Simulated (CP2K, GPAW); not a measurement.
A CP2K input for a self-consistent single point of Se (P3_121, 3 atoms in the cell) (DFT PBE, GPW, DZVP-MOLOPT-SR-GTH basis, GTH-PBE potentials (GTH_POTENTIALS)):

```
&GLOBAL
  PROJECT bulk
  RUN_TYPE ENERGY_FORCE
  PRINT_LEVEL MEDIUM
&END GLOBAL
&FORCE_EVAL
  METHOD Quickstep
  STRESS_TENSOR ANALYTICAL
  &DFT
    BASIS_SET_FILE_NAME BASIS_MOLOPT
    POTENTIAL_FILE_NAME GTH_POTENTIALS
    &QS
      METHOD GPW
      EPS_DEFAULT 1E-10
    &END QS
    &MGRID
      CUTOFF 400
      REL_CUTOFF 60
      NGRIDS 4
    &END MGRID
    &SCF
      SCF_GUESS ATOMIC
      EPS_SCF 1E-7
      MAX_SCF 100
      ADDED_MOS 4
      &DIAGONALIZATION
        ALGORITHM STANDARD
      &END DIAGONALIZATION
      &MIXING
        METHOD BROYDEN_MIXING
        ALPHA 0.3
        NBUFFER 12
        BETA 1
      &END MIXING
      &SMEAR ON
        METHOD FERMI_DIRAC
        ELECTRONIC_TEMPERATURE [K] 232.09
      &END SMEAR
    &END SCF
    &KPOINTS
      SCHEME MONKHORST-PACK 5 5 4
      GAMMA_CENTERED T
    &END KPOINTS
    &XC
      &XC_FUNCTIONAL PBE
      &END XC_FUNCTIONAL
    &END XC
    &PRINT
      &MO
        EIGENVALUES T
        OCCUPATION_NUMBERS T
        NDIGITS 8
        FILENAME mo
        &EACH
          QS_SCF 0
        &END EACH
        ADD_LAST NUMERIC
      &END MO
      &MULLIKEN ON
      &END MULLIKEN
    &END PRINT
  &END DFT
  &SUBSYS
    &CELL
      A 4.48815200 0.00000000 0.00000000
      B -2.24407600 3.88685400 0.00000000
      C 0.00000000 0.00000000 4.96037800
      PERIODIC XYZ
    &END CELL
    &COORD
      Se       0.97792344     0.00000000     1.65345768
      Se      -0.48896172     0.84690662     3.30692032
      Se       1.75511428     3.03994738     0.00000000
    &END COORD
    &KIND Se
      BASIS_SET DZVP-MOLOPT-SR-GTH
      POTENTIAL GTH-PBE-q6
    &END KIND
  &END SUBSYS
  &PRINT
    &FORCES ON
    &END FORCES
    &STRESS_TENSOR ON
    &END STRESS_TENSOR
  &END PRINT
&END FORCE_EVAL
```

Q: Translate this input to GPAW.

A: One input that does it (others would too):

```python
from ase import Atoms
from ase.units import GPa
from gpaw import GPAW, PW, FermiDirac

atoms = Atoms(['Se', 'Se', 'Se'],
              cell=[[4.488152, 0.000000, 0.000000],
                    [-2.244076, 3.886854, 0.000000],
                    [0.000000, 0.000000, 4.960378]],
              positions=[[0.977923, 0.000000, 1.653458],
                         [-0.488962, 0.846907, 3.306920],
                         [1.755114, 3.039947, 0.000000]],
              pbc=True)

calc = GPAW(mode=PW(600),
            xc='PBE',
            kpts={'size': (5, 5, 4), 'gamma': True},
            occupations=FermiDirac(0.02),
            nbands=-4,
            convergence={'density': 1e-05, 'energy': 1e-05, 'bands': -2},
            symmetry={'symmorphic': False, 'tolerance': 0.0005},
            maxiter=120)

atoms.calc = calc

energy = atoms.get_potential_energy()
print('Energy (eV):', round(energy, 6))
forces = atoms.get_forces()
print('Forces (eV/Ang):')
print(forces.round(5))
stress = atoms.get_stress()
print('Stress (GPa, Voigt):', (stress / GPa).round(4))
```

Basis, cutoffs, solver keys and any potentials are the target program's own. This input uses DFT PBE, plane waves, GPAW PAW datasets PBE (gpaw-data 1.0.1).

The starting cell comes from a database of computed structures (which also holds hypothetical and non-ambient phases and stackings), without a prior relaxation at this level. Its lattice was rescaled by a random factor within 2.5 % of one.
